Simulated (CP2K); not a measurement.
A self-consistent single point of LaSi3Os (P1, 5 atoms in the cell) with CP2K.

Method: LDA (Pade form), GPW, DZVP-MOLOPT-SR-GTH basis, GTH-PADE potentials (GTH_POTENTIALS) run with CP2K 2026.2.

The change in words: atoms moved at random. Reference geometry:
```yaml
crystal:
  lattice:
    - [5.83814, 0.00000, 0.00000]
    - [2.69182, 5.18054, 0.00000]
    - [-4.26498, -2.59027, 3.03057]
  atoms:
    - { symbol: La, position: [0.99856, 0.99856, 0.00000] }
    - { symbol: Si, position: [0.41925, 0.41925, 0.00000] }
    - { symbol: Si, position: [0.26042, 0.76042, 0.50000] }
    - { symbol: Si, position: [0.76042, 0.26042, 0.50000] }
    - { symbol: Os, position: [0.65535, 0.65535, 0.00000] }
```

Reference input (self-consistent single point, DFT LDA (Pade form), GPW, DZVP-MOLOPT-SR-GTH basis, GTH-PADE potentials (GTH_POTENTIALS)): CUTOFF = 500 Ry; REL_CUTOFF = 50 Ry; SMEAR/METHOD = GAUSSIAN; SIGMA = 0.1 eV; KPOINTS/SCHEME = MONKHORST-PACK 8 8 8; GAMMA_CENTERED = T; XC_FUNCTIONAL = PADE; La/BASIS_SET = DZVP-MOLOPT-SR-GTH-q11; La/POTENTIAL = GTH-PADE-q11; Si/BASIS_SET = DZVP-MOLOPT-SR-GTH-q4; Si/POTENTIAL = GTH-PADE-q4; Os/BASIS_SET = DZVP-MOLOPT-SR-GTH-q16. This run's input differs from it in these lines:

```diff
@@ -69,7 +69,7 @@
     &COORD
-      La       8.51767486     5.17308202     0.00000000
-      Si       3.57618489     2.17194223     0.00000000
-      Si       1.43479066     2.64425225     1.51528400
-      Si       3.00795266     0.05398125     1.51528400
-      Os       5.59010798     3.39506820     0.00000000
+      La       8.49278366     5.17964318    -0.00393671
+      Si       3.52891372     2.11477495    -0.07823108
+      Si       1.46874563     2.61140502     1.53504027
+      Si       3.00377493     0.07991245     1.59566982
+      Os       5.63249311     3.45259035    -0.01797430
     &END COORD
```

Output (repeated stretches shortened):

```
 SCF WAVEFUNCTION OPTIMIZATION

  Step     Update method      Time    Convergence         Total energy    Change
     1 NoMix/Diag. 0.20E+00      -     1.13003932      -136.6968219352 -1.37E+02
     2 Broy./Diag. 0.20E+00      -     0.05933691      -135.5921244853  1.10E+00
     3 Broy./Diag. 0.20E+00      -     0.03169237      -135.8873147466 -2.95E-01
     4 Broy./Diag. 0.20E+00      -     0.03363344      -135.7048005430  1.83E-01
     5 Broy./Diag. 0.20E+00      -     0.00605340      -135.5782417702  1.27E-01
     6 Broy./Diag. 0.20E+00      -     0.00115773      -135.5592544082  1.90E-02
   [... 4 lines left out ...]
    11 Broy./Diag. 0.20E+00      -     0.00000877      -135.5619207921  1.88E-04
    12 Broy./Diag. 0.20E+00      -     0.00000566      -135.5618993910  2.14E-05
    13 Broy./Diag. 0.20E+00      -     0.00000143      -135.5618624677  3.69E-05
    14 Broy./Diag. 0.20E+00      -     0.00000098      -135.5618647099 -2.24E-06
  *** SCF run converged in    14 steps ***

  Overlap energy of the core charge distribution:               0.00000000604999
  Self energy of the core charge distribution:               -233.45229137415262
  Core Hamiltonian energy:                                     50.18292174302520
  Hartree energy:                                              65.27259823425071
  Exchange-correlation energy:                                -17.56474125080850
  Smearing free energy correction:                             -0.00035206846860
  Fermi energy:                                                 0.37755919255157

  Total energy:                                              -135.56186470987728
  Total energy (extrapolated to sigma->0):                   -135.56168867564298

   [... lines left out ...]

 STRESS| Analytical stress tensor [bar]
 STRESS|                        x                   y                   z
 STRESS|      x       -7.57498770126E+04  -9.64474949669E+03  -1.44854613127E+04
 STRESS|      y       -9.64474949669E+03  -5.97997869967E+04  -1.09745118009E+04
 STRESS|      z       -1.44854613127E+04  -1.09745118009E+04  -5.66634773280E+04
 STRESS| 1/3 Trace                                            -6.40710471124E+04
```

The run converged in 14 iterations. Against the reference run the free energy rises by 42.1 meV/atom, the pressure goes from -7.07 to -6.41 GPa and the largest force goes from 0.411 to 1.883 eV/Å.

The starting cell comes from a database of computed structures (which also holds hypothetical and non-ambient phases and stackings), without a prior relaxation at this level. For this run, on top of that: atoms moved at random. Spin polarisation is off. Values carry the incompleteness of an atom-centred basis. With a pressure of about -6 GPa the cell is away from its equilibrium volume at this level. Forces in this geometry exceed 1 eV/Å.

Cost on one core of a shared machine: roughly 90 s.
